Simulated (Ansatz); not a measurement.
A periodic model of amorphous In₉Ga₉Zn₉O₃₆:

```xyz
63
Lattice="9.2644 0.0000 0.0000 0.0000 9.2644 0.0000 0.0000 0.0000 9.2644" Properties=species:S:1:pos:R:3 pbc="T T T"
In     5.4835     1.3933     0.0789
In     2.1041     5.3582     8.2560
In     2.1974     2.0815     7.3244
In     2.0817     2.2553     1.2415
In     8.3911     5.3119     3.2768
In     1.4051     1.6571     4.2038
In     7.9830     8.7367     5.1632
In     2.3263     6.1410     2.3342
In     5.3601     4.2268     6.7117
Ga     6.0525     7.5120     7.5225
Ga     5.0001     6.5692     4.4291
Ga     8.4765     0.3893     8.2435
Ga     8.6700     6.0433     6.6569
Ga     4.9228     0.6507     5.9003
Ga     5.7589     4.3580     0.9885
Ga     2.3261     4.6664     5.2394
Ga     0.0650     8.7239     2.1761
Ga     7.7505     2.2766     2.2937
Zn     4.8263     3.0508     3.7001
Zn     8.4312     3.7386     8.7710
Zn     6.3453     8.4492     2.7026
Zn     8.0140     2.8469     5.6739
Zn     8.1168     6.6012     0.4412
Zn     4.7133     6.9718     0.9343
Zn     3.5140     9.2151     2.7511
Zn     2.2408     8.7742     9.0823
Zn     2.1148     8.0017     5.4009
O      5.8353     2.6100     2.0038
O      5.7852     8.6533     4.7842
O      7.6535     3.4283     3.8697
O      5.3837     9.2574     7.6322
O      0.2338     6.8015     2.1420
O      8.3387     8.5483     0.5285
O      5.4066     2.4011     5.5243
O      1.2767     3.4077     8.9337
O      1.0424     0.3596     7.8633
O      7.7265     1.8685     0.1051
O      2.7482     6.9485     0.2185
O      4.1722     4.7668     4.5276
O      0.0260     5.7009     8.3873
O      1.4140     4.7669     3.5756
O      1.7931     0.0008     1.7004
O      7.6333     4.6362     1.2445
O      1.6596     6.2395     6.2228
O      7.6124     4.3722     6.8709
O      6.2193     6.5151     3.0033
O      1.1271     3.0518     5.6982
O      0.3733     2.2466     2.4187
O      3.1921     4.0671     6.9691
O      5.4334     3.4453     8.6618
O      3.3392     1.3582     9.0366
O      6.1573     6.4508     9.0386
O      3.2171     1.9288     3.0792
O      4.0997     5.0953     1.4952
O      4.9556     8.9053     1.4299
O      3.0295     0.5574     5.7882
O      8.3139     6.5748     4.9361
O      0.7145     8.9313     4.3226
O      7.8147     0.3829     3.0129
O      3.3650     7.4612     3.7537
O      5.2171     6.3661     6.3182
O      8.0267     1.1223     6.4847
O      7.8820     7.8122     7.1812
```

Method: PBE, scalar-relativistic without spin-orbit coupling (plane waves to 420 eV, PAW; Ansatz, a quantum-chemistry and plane-wave program).

The cell was made by melting and quenching with the CHGNet potential and then relaxed with DFT. O atoms were pushed apart under 1.9 Å during the dynamics, to hinder bonds among them. The hot cell started wider than the set density and was brought back towards it in steps. It is the lowest in DFT energy of 2 quenches. It is a model cell: composition and starting density were chosen by hand, and all elements were melted together. No dispersion term was used. Its density started from a set value of 5.90 and ended at 5.90 g/cm³. Cooling (nominally 210 K/ps over its main leg) ran many orders faster than in experiment, which tends to leave more defects and strain. One small periodic cell is one sample of the glass; other quenches scatter about these values. The volume was held where the preparation left it, at a PBE pressure of -0.4 GPa (tension). Stress components on the final sampling reach 2.1 GPa. Cycles of charging lowered its energy after that relaxation.

Cut-offs for bonds: In-In 3.12 Å, In-Ga 2.90 Å, In-Zn 2.90 Å, In-O 2.70 Å, Ga-Ga 2.68 Å, Ga-Zn 2.68 Å, Ga-O 2.60 Å, Zn-Zn 2.68 Å, Zn-O 2.46 Å, O-O 1.58 Å. Two cations that share two anions don't count as bonded, nor two that share one unless they lie closer than In-In 3.04 Å, In-Ga 2.82 Å, In-Zn 2.82 Å, Ga-Ga 2.61 Å, Ga-Zn 2.61 Å, Zn-Zn 2.61 Å.

Q: Give the coordination numbers, mean bond lengths and angles.

A: 
```yaml
Mean coordination of In by anions: 5.56 (4 with 5, 5 with 6)
Mean coordination of Ga by anions: 4.89 (2 with 4, 6 with 5, 1 with 6)
Mean coordination of Zn by anions: 4.22 (7 with 4, 2 with 5)
Mean coordination of O: 3.67 (13 with 3, 22 with 4, 1 with 5)
Mean In-O bond: 2.213 Å (spread 0.109 Å, 50 counted)
Mean Ga-O bond: 1.992 Å (spread 0.163 Å, 44 counted)
Mean Zn-O bond: 2.045 Å (spread 0.101 Å, 38 counted)
Bond angle at In: mean 104.7°, spread 29.1°
Bond angle at Ga: mean 106.7°, spread 25.3°
Bond angle at Zn: mean 107.6°, spread 20.7°
Bond angle at O: mean 110.4°, spread 15.9°
```

Q: List the pairs of like atoms that count as bonded by the rules above.

A: There are none by these rules.
